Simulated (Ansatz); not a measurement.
# Habitual settings against a tight run: BiAu2 (Fd-3m, 6 atoms in the cell)

Self-consistent single point.

```
BiAu2
1.0
    0.00000     4.11036     4.11036
    4.11036     0.00000     4.11036
    4.11036     4.11036     0.00000
Bi Au
2 4
Direct
  0.50000   0.50000   0.50000
  0.75000   0.75000   0.75000
  0.12500   0.12500   0.62500
  0.12500   0.62500   0.12500
  0.12500   0.12500   0.12500
  0.62500   0.12500   0.12500
```

Computed with PBEsol, harder PAW files (source: ansatz) made with PBE (plane waves; Ansatz, a first-principles code).

Base settings: basis.ecutwfc = 45.2 Ry; kpoints.mp_grid.grid = 5 5 5; hamiltonian.xc = pbesol; hamiltonian.pseudopotentials = {kind: paw, source: ansatz}; scf.occupations.method = fermi_dirac; scf.occupations.width = 0.0073 Ry.

Tight run (finer mesh or higher cutoff; not a proven limit): basis.ecutwfc: 45.2 Ry → 63.6 Ry; kpoints.mp_grid.grid: 5 5 5 → 7 7 7; scf.convergence.dr2_threshold: default (1e-07 eV) → 1e-09 eV. It gave Fermi level (on the code's own zero) 15.54 eV; pressure -9.48 GPa.

Quick runs, as changes from the base:
- A: the base itself
- B: basis.ecutwfc: 45.2 Ry → 36.4 Ry; kpoints.mp_grid.grid: 5 5 5 → 6 6 6; scf.occupations.method: fermi_dirac → cold; scf.occupations.width: 0.0073 Ry → 0.0147 Ry
- C: basis.ecutwfc: 45.2 Ry → 22.8 Ry; kpoints.mp_grid.grid: 5 5 5 → 4 4 4; hamiltonian.xc: pbesol → lda; scf.occupations.method: fermi_dirac → methfessel_paxton; scf.occupations.width: 0.0073 Ry → 0.0367 Ry [LDA (PW92)]
- D: basis.ecutwfc: 45.2 Ry → 27.2 Ry; kpoints.mp_grid.grid: 5 5 5 → 3 3 3
- E: basis.ecutwfc: 45.2 Ry → 31.6 Ry; kpoints.mp_grid.grid: 5 5 5 → 4 4 4

Energies are extrapolated to zero smearing width, which holds to low order in the width alone.

Dashes: energy of C, another energy zero.

† marks runs with another functional, U, potentials or spin treatment: their distance from the tight run is not a convergence error alone.

The count of work is k-points × plane waves × bands × iterations; it is no time. 

Pressures in the table are Ansatz's without its Pulay estimate, at a fixed set of plane waves; the tight run's value above holds the estimate.

The starting cell comes from a database of computed structures (which also holds hypothetical and non-ambient phases and stackings), without a prior relaxation at this level. Its lattice was rescaled by a random factor within 2.5 % of one. In the base run, with a pressure of about -9 GPa the cell is away from its equilibrium volume at this level. The cutoff lies below the one recommended for these files.

```csv
run,energy less tight (meV/atom),pressure less tight (GPa),count of work / tight
A,5.1,0.02,0.25
B,24.8,-1.48,0.28
C†,–,-154.42,0.074
D,831.0,-37.10,0.046
E,139.5,-8.80,0.11
```

Among the runs at the tight run's level, the energy misses run from 5.1 to 831.0 meV/atom.

Left out of this page: 1 run of the series outside the window shown, repeating another row's setting, or not comparable.

Keys are those of Ansatz 0.2.
